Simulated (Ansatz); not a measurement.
RbCl (Fm-3m), PBEsol, rigid bands in Ansatz (a first-principles code): band gap 4.90 eV, N_c = 6.90e18 cm⁻³ and N_v = 7.42e20 cm⁻³ at 300 K, conductivity masses of 0.427 mₑ (electrons) and 3.32 mₑ (holes). Take k_BT = 0.02585 eV.

Problem. Find the intrinsic carrier density and the intrinsic Fermi level.

Solution. n_i = √(N_c N_v) exp(−E_g/2k_BT) = 7.16e19 × exp(−94.77) = 5.0e-22 cm⁻³. The level lies (k_BT/2) ln(N_v/N_c) = 60 meV from mid-gap (positive towards the conduction band). Each 0.1 eV added to the gap lowers n_i by a factor of 6.9.

Problem. A film of it is 8 nm thick. Estimate the confinement energies in an infinite well.

Solution. ħ²π²/(2m t²) = 0.376 eV·nm²/(m/mₑ × t²) gives 13.8 meV for electrons and 1.77 meV for holes, so the gap would widen to about 4.92 eV. Finite barriers and nonparabolic bands lower this, and with several valleys or bands the heaviest mass along the normal sets the lowest level, not this average.

Problem. What thermal injection velocity √(2k_BT/πm) limits a ballistic channel?

Solution. 8.23e6 cm/s for electrons and 2.95e6 cm/s for holes, a ratio of √(m_h/m_e) = 2.79, for dilute carriers.

Rigid, parabolic bands with the computed gap; masses take one relaxation time for all states. Spin-orbit coupling is left out; where it splits the top of the valence band, N_v and the p-type Seebeck coefficient come out somewhat high without it.
